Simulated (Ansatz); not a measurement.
Cubic perovskite CsSrF3 was calculated with rVV10 (PAW; Ansatz, a program for electronic structure).

Run with plane-wave cutoff 520 eV, 8×8×8 k mesh, Fermi–Dirac smearing 0.01 eV, scalar-relativistic PAW data made under PBE.

Pressure at four volumes; x = ln(V/21.714 Å³). One pressure is withheld.

```tsv
V (Å³/atom)	x	P (GPa)
20.411	-0.0619	3.25
21.714	0.0000	0.00
22.582	0.0392	-1.62
23.016	0.0582	?
```

**Question.** Pass a parabola P(x) through the three rows shown, estimate the bulk modulus and its pressure derivative near zero pressure, and predict the withheld pressure.

**Answer.** Slopes between the rows: (0.00 − (3.25))/(0.0000 − (-0.0619)) = -52.50 and (-1.62 − (0.00))/(0.0392 − (0.0000)) = -41.33 GPa. Their difference over the span 0.1011 is c = 11.17/0.1011 = 110.5 GPa, so P(x) = 3.25 + (-52.50)(x − (-0.0619)) + 110.5 (x − (-0.0619))(x − (0.0000)). At the middle row B = −dP/dx = −[-52.50 + 110.5 × 0.0619] = 45.7 GPa, and B′ = dB/dP = 2c/B = 4.8. At x = 0.0582 the parabola gives -2.28 GPa; the run gives -2.30 GPa. The Birch–Murnaghan fit to the energies at all volumes has B0 = 45.4 GPa and B′ = 4.8.

Note: the relaxation could not lower the start's symmetry, so the cell can be a saddle point above a distorted one.

Spin–orbit coupling is not included.
